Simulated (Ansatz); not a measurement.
Base system: InP in the zinc blende structure (space group F-43m, No. 216; a = 5.827 Å). Axes: x, y, z lie along the cube axes.

The values are results of LDA (Ansatz, an electronic-structure program, PAW, without spin-orbit coupling), not measurements.

Perturbation: tensor shear ε_xy = +0.86 % (engineering shear γ = 0.0172); the atoms relax in the strained cell.

Question: Predict the stress tensor and what it implies for the stiffness.

Answer: Stress of the strained cell less that of the base (GPa, compression positive):
```
   0.01   -0.79    0.00
  -0.79    0.01    0.00
   0.00    0.00    0.00
```

Then −Δσ/γ with γ = 2ε = 0.0172 gives relaxed-ion elastic constants: C66 ≈ 46 GPa.

Stability against distortions was not tested.
